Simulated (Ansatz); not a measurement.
An ideal cubic perovskite cell is held by its symmetry; such compounds can tilt or shift off centre at room temperature. The starting structures come from a database of crystals and need not be the phases stable at ambient conditions.

By PBEsol, the system below comes out a metal.

The ballistic (Sharvin) conductance counts the channels at the Fermi level: G/A = (e²/h) × channels of both spins per area.

```xyz
5
Lattice="4.0669 0.0000 0.0000 0.0000 5.7514 0.0000 0.0000 2.8757 2.8757" Properties=species:S:1:pos:R:3 pbc="T T T"
Sr     0.0000     0.0000     0.0000
Ta     2.0334     2.8757     0.0000
O      0.0000     2.8757     0.0000
O      2.0334     1.4379     1.4379
O      2.0334     4.3136     1.4379
```

Space group of this cell: Pm-3m, cubic perovskite. The cell is taken as given; by PBEsol its mean pressure is -6.7 GPa.

The current flows along the normal of the first two printed cell vectors, the (110) plane of the conventional cell. No spin-orbit coupling; the value is a mean over 0.1 eV about the Fermi level.

Q: State the ballistic conductance per area according to PBEsol (Ansatz, a quantum-chemistry and plane-wave program).

A: 0.50 × 10¹⁵ S/m² for both spins.
